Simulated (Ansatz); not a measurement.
Cubic perovskite CsPbCl3 (cubic high-temperature phase) was calculated with PBEsol+SOC (PAW; Ansatz, a first-principles code).

Settings: plane-wave cutoff 520 eV, 6×6×6 k mesh, Fermi–Dirac smearing 0.01 eV, PAW data made under PBE.

The cell has the measured lattice: a = b = c = 5.605 Å, α = β = γ = 90.00°.

### Question
Estimate the band gap and Γ–Γ gap that the calculation returns.

### Answer

* **band gap**: 0.58 eV (direct)
* **Γ–Γ gap**: 5.70 eV

Note: held by symmetry at 0 K, a high-temperature phase can be a saddle point; cell and atoms aren't relaxed at this level.

The computed numbers hold no vibrational or temperature effects.
